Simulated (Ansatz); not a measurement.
How far PBE and r2SCAN part for NiGe, isotropic strain −5.34 %

The reference is NiGe (space group Pnma, No. 62; a = 5.4074 Å, b = 3.4734 Å, c = 5.8467 Å; non-magnetic).

(Cell as relaxed with PBE.)

Levels (all Ansatz, a first-principles code, PAW): PBE (420 eV, spin-orbit coupling left out); r2SCAN (500 eV, no spin-orbit coupling).

Each level relaxes its own structure.

| base | PBE | r2SCAN |
|---|---|---|
| volume per atom | 13.73 Å³ | 13.29 Å³ |
| band gap | zero | zero |

The change: the cell is scaled by 0.9466 in all directions, atoms relaxed at fixed cell.

```tsv
quantity	PBE	r2SCAN
pressure (mean of the normal stresses, compression positive)	33.2 GPa	36.8 GPa
largest internal atomic displacement	0.050 Å	0.053 Å
energy relative to the base (free energy F)	+184 meV/atom	+198 meV/atom
```

PBE's pressure lies 3.6 GPa below r2SCAN's; PBE's energy relative to the base lies 14 meV/atom below r2SCAN's. Neither level is exact; r2SCAN is the comparison here, not a measurement.

Stability against distortions was not tested. Seeded moments were not kept for the base. All final runs are without spin polarisation.
